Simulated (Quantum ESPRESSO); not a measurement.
Input and output of a self-consistent single point for TaN (Fm-3m, 2 atoms in the cell) (Quantum ESPRESSO).

Method of the run: PBE, GBRV 1.5 ultrasoft (PBE) pseudopotentials (plane waves; Quantum ESPRESSO 7.5).

```yaml
crystal:
  lattice:
    - [-2.23454, 0.00000, 2.23454]
    - [0.00000, 2.23454, 2.23454]
    - [-2.23454, 2.23454, 0.00000]
  atoms:
    - { symbol: Ta, position: [0.50000, 0.50000, 0.50000] }
    - { symbol: N, position: [0.00000, 0.00000, 0.00000] }
```

Reference input (self-consistent single point, DFT, PBE, plane waves, GBRV 1.5 ultrasoft (PBE) pseudopotentials): ecutwfc = 40 Ry; ecutrho = 320 Ry; occupations = smearing; smearing = gauss; degauss = 0.0073499 Ry; potentials = {Ta: ta_pbe_v1.uspp.F.UPF, N: n_pbe_v1.2.uspp.F.UPF}; K_POINTS = automatic 9 9 9 0 0 0; conv_thr = 1e-10 Ry; mixing_beta = 0.5. This run's input differs from it in these lines:

```diff
@@ -12,4 +12,4 @@
     ntyp = 2,
-    ecutwfc = 40,
-    ecutrho = 320,
+    ecutwfc = 80,
+    ecutrho = 640,
     occupations = 'smearing',
```

The program printed (abridged):

```
     Self-consistent Calculation

     iteration #  1     ecut=    80.00 Ry     beta= 0.50

     negative rho (up, down):  9.564E-02 0.000E+00

     total energy              =    -161.95354917 Ry
     estimated scf accuracy    <       0.49528565 Ry

     iteration #  2     ecut=    80.00 Ry     beta= 0.50

     negative rho (up, down):  9.667E-02 0.000E+00

     total energy              =    -162.10056571 Ry
     estimated scf accuracy    <       0.26667338 Ry

     iteration #  3     ecut=    80.00 Ry     beta= 0.50

     negative rho (up, down):  9.921E-02 0.000E+00

     total energy              =    -162.14645816 Ry
     estimated scf accuracy    <       0.00249871 Ry

   [... 8 blocks of this kind left out ...]

     iteration # 12     ecut=    80.00 Ry     beta= 0.50

     negative rho (up, down):  9.852E-02 0.000E+00

     total energy              =    -162.14698891 Ry
     estimated scf accuracy    <          4.1E-10 Ry

     iteration # 13     ecut=    80.00 Ry     beta= 0.50

     negative rho (up, down):  9.852E-02 0.000E+00
     End of self-consistent calculation

     the Fermi energy is    20.4794 ev

!    total energy              =    -162.14698891 Ry
     estimated scf accuracy    <          3.9E-12 Ry
     smearing contrib. (-TS)   =      -0.00038352 Ry
     internal energy E=F+TS    =    -162.14660539 Ry

     convergence has been achieved in  13 iterations

     negative rho (up, down):  9.852E-02 0.000E+00

     Forces acting on atoms (cartesian axes, Ry/au):

     atom    1 type  1   force =     0.00000000    0.00000000    0.00000000
     atom    2 type  2   force =     0.00000000   -0.00000000    0.00000000

     Total force =     0.000000     Total SCF correction =     0.000000

     negative rho (up, down):  9.852E-02 0.000E+00
          total   stress  (Ry/bohr**3)                   (kbar)     P=     -108.03
  -0.00073434   0.00000000   0.00000000         -108.03        0.00        0.00
   0.00000000  -0.00073434  -0.00000000            0.00     -108.03       -0.00
   0.00000000  -0.00000000  -0.00073434            0.00       -0.00     -108.03

   JOB DONE.
```

The run converged in 13 iterations. Against the reference run the free energy falls by 27.1 meV/atom and the pressure goes from -12.30 to -10.80 GPa.

The starting cell comes from a database of computed structures (which also holds hypothetical and non-ambient phases and stackings), without a prior relaxation at this level. Its lattice was rescaled by a random factor within 2.5 % of one. Spin polarisation is off.

Cost on one core of a shared machine: roughly 30 s.
